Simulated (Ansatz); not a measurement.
PdAl2 (Fm-3m): band-structure transport figures

Here is the system:

```xyz
3
Lattice="0.0000 2.9439 2.9439 2.9439 0.0000 2.9439 2.9439 2.9439 0.0000" Properties=species:S:1:pos:R:3 pbc="T T T"
Al     1.4719     1.4719     1.4719
Al     4.4158     4.4158     4.4158
Pd     0.0000     0.0000     0.0000
```

The numbers are results of PBEsol, rigid bands (plane waves, PAW, scalar-relativistic; Ansatz, a program for electronic structure), not measurements. Cell: cell and atoms relaxed with PBEsol.

- density of states at the Fermi level = 1.15 states/(eV·cell), both spins
- bare Sommerfeld coefficient = 0.91 mJ/(mol of atoms·K²)
- Drude plasma energy = 8.4 eV
- root-mean-square Fermi velocity = 1.1e6 m/s
- resistivity times τ = 7.0 ×10⁻²² Ω·m·s

A metal at this level (no band gap); rigid bands, thermally averaged at 300 K, both spins. Spin-orbit coupling is left out. τ is one relaxation time for all states.

Computed structure, not matched to a measured one here, so possibly hypothetical: PdAl2 (Fm-3m).
